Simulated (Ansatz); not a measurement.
Structure of amorphous silicon oxynitride (Si30N40O) (periodic cell):

```xyz
71
Lattice="9.2937 0.0000 0.0000 0.0000 9.2937 0.0000 0.0000 0.0000 9.2937" Properties=species:S:1:pos:R:3 pbc="T T T"
Si     8.0535     1.5386     3.7926
Si     3.0639     8.9451     6.2073
Si     2.0003     3.4300     7.6192
Si     0.5418     8.5332     4.3543
Si     4.9340     5.6635     0.4596
Si     7.8628     6.4823     4.8478
Si     4.1867     1.3828     8.3478
Si     0.1235     6.1253     2.6199
Si     6.8132     7.5686     2.1965
Si     5.2787     7.8808     4.8342
Si     3.3772     3.4538     1.3702
Si     2.2115     8.8202     9.1090
Si     6.5350     2.8189     1.0386
Si     8.9693     7.7245     0.0873
Si     4.1925     8.0953     2.2650
Si     6.6701     0.1945     9.1597
Si     5.4195     1.6021     5.7015
Si     1.0598     1.5938     5.6741
Si     4.9743     3.8576     8.1060
Si     7.9764     0.3487     6.3041
Si     3.1044     3.2292     4.4781
Si     2.6608     6.4970     4.5024
Si     0.0698     5.0553     7.4189
Si     0.6028     4.3544     4.5725
Si     7.4595     7.3513     6.9998
Si     9.1417     1.7567     8.8101
Si     0.8472     2.8544     2.5437
Si     5.3386     1.8665     3.0040
Si     2.2823     6.6068     0.9428
Si     3.0180     6.2351     7.4325
N      5.1469     0.1398     2.8451
N      7.8007     6.4819     3.1277
N      7.5309     8.2852     0.8410
N      6.0833     4.2987     0.1191
N      2.5418     2.8040     2.7765
N      7.0196     2.3442     2.6885
N      0.3293     3.4065     8.1495
N      0.5367     9.2187     9.1168
N      5.0420     0.4159     0.0621
N      5.3531     6.9750     1.4366
N      4.6965     2.5789     4.4625
N      2.3964     4.8015     4.6111
N      3.3254     5.2116     1.2220
N      2.3369     2.6641     6.0461
N      1.1189     6.9805     3.8093
N      0.2869     4.4745     2.8649
N      7.0935     8.8890     7.5725
N      3.3158     2.9868     8.8522
N      8.4881     6.4759     8.0636
N      2.7013     8.2807     1.5090
N      4.8752     2.7290     1.6424
N      6.1955     8.5780     3.4778
N      9.2359     1.2688     6.9133
N      4.0291     7.2048     3.7839
N      1.8097     0.1439     5.1238
N      8.8046     5.1653     5.6507
N      2.9808     7.2169     6.0684
N      4.7008     9.2898     5.7425
N      2.8738     0.4377     7.7704
N      8.5559     8.0252     5.5941
N      0.5494     6.5563     1.0608
N      1.8090     5.0860     7.3250
N      4.5145     5.5140     7.9629
N      6.3624     6.7390     5.7240
N      5.1234     2.4041     7.2048
N      7.4415     1.7672     9.2443
N      8.9934     0.2464     3.3549
N      2.4984     7.2036     8.6671
N      7.0577     1.3450     5.2311
N      0.2704     2.5596     4.3369
O      0.5379     2.2581     1.0917
```

These are PBE, scalar-relativistic without spin-orbit coupling (plane waves to 420 eV, PAW; Ansatz, a first-principles code) values and carry that method's errors. The usual formal charges leave 2 holes over, so the level spacing at the Fermi energy parts defect or band states and needn't be the band gap.

Preparation: random packing, a CHGNet melt and quench, and a DFT relaxation. O and N atoms were pushed apart under 1.9 Å during the dynamics, to hinder bonds among them. The hot cell started wider than the set density and was brought back towards it in steps. It is the lowest in DFT energy of 2 quenches. It is a model cell: composition and starting density were chosen by hand, and all elements were melted together. No dispersion term was used. Its density started from a set value of 2.94 and ended at 2.94 g/cm³. The simulated quench (nominally 380 K/ps over its main leg) is rapid and tends to freeze in more defects than a deposited or slowly cooled glass has. One small periodic cell is one sample of the glass; other quenches scatter about these values. The volume was held where the preparation left it, at a PBE pressure of 2.8 GPa. Stress components on the final sampling reach 4.8 GPa.

Cut-offs for bonds: Si-Si 2.60 Å, Si-N 2.14 Å, Si-O 2.12 Å, N-N 1.70 Å, N-O 1.64 Å, O-O 1.58 Å. Two cations that share two anions don't count as bonded, nor two that share one unless they lie closer than Si-Si 2.38 Å.

### Question
Give the coordination numbers, mean bond lengths and angles.

### Answer

The mean coordination of Si by anions is 4.03 (29 with 4, 1 with 5). The mean coordination of N comes out as 3.02 (2 with 2, 35 with 3, 3 with 4), the mean coordination of O is 2.00 (1 with 2) and the mean Si-N bond is 1.763 Å (spread 0.070 Å, 119 counted). The mean Si-O bond comes out as 1.696 Å (spread 0.096 Å, 2 counted) and the mean N-N bond is 1.494 Å (spread 0.000 Å, 1 counted). The bond angle at Si is mean 109.0°, spread 12.7° and the bond angle at N is mean 116.0°, spread 17.3°.

### Question
Which atoms depart from the most common coordination of their element?

### Answer
Si26 has 5 (N66 1.75 Å, O71 1.79 Å, N37 1.84 Å, N53 1.96 Å, N38 1.98 Å); N39 has 2 (Si7 1.64 Å, Si16 1.65 Å); N48 has 4 (Si3 1.86 Å, Si11 1.87 Å, Si7 1.89 Å, Si19 2.02 Å); N60 has 4 (Si6 1.85 Å, Si4 1.85 Å, Si20 1.86 Å, Si25 1.91 Å); N67 has 2 (Si4 1.65 Å, Si1 1.66 Å); N70 has 4 (Si18 1.83 Å, Si24 1.84 Å, Si1 1.90 Å, Si27 1.91 Å).

### Question
What Bader charges do the atoms carry, from a run on the zone centre alone?

### Answer
Means (range): Si +3.08 e (+2.97 to +3.18), N -2.27 e (-2.37 to -1.53), O -1.62 e (-1.62 to -1.62).
```json
[
 {"atom": "Si1", "charge (e)": "+3.08"},
 {"atom": "Si2", "charge (e)": "+3.12"},
 {"atom": "Si3", "charge (e)": "+3.04"},
 {"atom": "Si4", "charge (e)": "+3.10"},
 {"atom": "Si5", "charge (e)": "+3.01"},
 {"atom": "Si6", "charge (e)": "+3.05"},
 {"atom": "Si7", "charge (e)": "+3.06"},
 {"atom": "Si8", "charge (e)": "+3.14"},
 {"atom": "Si9", "charge (e)": "+3.13"},
 {"atom": "Si10", "charge (e)": "+3.06"},
 {"atom": "Si11", "charge (e)": "+3.07"},
 {"atom": "Si12", "charge (e)": "+3.07"},
 {"atom": "Si13", "charge (e)": "+3.05"},
 {"atom": "Si14", "charge (e)": "+3.07"},
 {"atom": "Si15", "charge (e)": "+3.10"},
 {"atom": "Si16", "charge (e)": "+3.13"},
 {"atom": "Si17", "charge (e)": "+3.13"},
 {"atom": "Si18", "charge (e)": "+3.10"},
 {"atom": "Si19", "charge (e)": "+2.97"},
 {"atom": "Si20", "charge (e)": "+3.08"},
 {"atom": "Si21", "charge (e)": "+3.07"},
 {"atom": "Si22", "charge (e)": "+3.12"},
 {"atom": "Si23", "charge (e)": "+3.02"},
 {"atom": "Si24", "charge (e)": "+3.01"},
 {"atom": "Si25", "charge (e)": "+3.04"},
 {"atom": "Si26", "charge (e)": "+3.09"},
 {"atom": "Si27", "charge (e)": "+3.10"},
 {"atom": "Si28", "charge (e)": "+3.10"},
 {"atom": "Si29", "charge (e)": "+3.06"},
 {"atom": "Si30", "charge (e)": "+3.18"},
 {"atom": "N31", "charge (e)": "-1.57"},
 {"atom": "N32", "charge (e)": "-2.34"},
 {"atom": "N33", "charge (e)": "-2.34"},
 {"atom": "N34", "charge (e)": "-2.24"},
 {"atom": "N35", "charge (e)": "-2.30"},
 {"atom": "N36", "charge (e)": "-2.29"},
 {"atom": "N37", "charge (e)": "-2.21"},
 {"atom": "N38", "charge (e)": "-2.23"},
 {"atom": "N39", "charge (e)": "-2.22"},
 {"atom": "N40", "charge (e)": "-2.31"},
 {"atom": "N41", "charge (e)": "-2.34"},
 {"atom": "N42", "charge (e)": "-2.31"},
 {"atom": "N43", "charge (e)": "-2.29"},
 {"atom": "N44", "charge (e)": "-2.31"},
 {"atom": "N45", "charge (e)": "-2.32"},
 {"atom": "N46", "charge (e)": "-2.34"},
 {"atom": "N47", "charge (e)": "-2.35"},
 {"atom": "N48", "charge (e)": "-2.29"},
 {"atom": "N49", "charge (e)": "-2.26"},
 {"atom": "N50", "charge (e)": "-2.27"},
 {"atom": "N51", "charge (e)": "-2.33"},
 {"atom": "N52", "charge (e)": "-1.53"},
 {"atom": "N53", "charge (e)": "-2.28"},
 {"atom": "N54", "charge (e)": "-2.31"},
 {"atom": "N55", "charge (e)": "-2.35"},
 {"atom": "N56", "charge (e)": "-2.27"},
 {"atom": "N57", "charge (e)": "-2.35"},
 {"atom": "N58", "charge (e)": "-2.32"},
 {"atom": "N59", "charge (e)": "-2.33"},
 {"atom": "N60", "charge (e)": "-2.37"},
 {"atom": "N61", "charge (e)": "-2.35"},
 {"atom": "N62", "charge (e)": "-2.35"},
 {"atom": "N63", "charge (e)": "-2.29"},
 {"atom": "N64", "charge (e)": "-2.29"},
 {"atom": "N65", "charge (e)": "-2.32"},
 {"atom": "N66", "charge (e)": "-2.31"},
 {"atom": "N67", "charge (e)": "-2.17"},
 {"atom": "N68", "charge (e)": "-2.37"},
 {"atom": "N69", "charge (e)": "-2.34"},
 {"atom": "N70", "charge (e)": "-2.35"},
 {"atom": "O71", "charge (e)": "-1.62"}
]
```
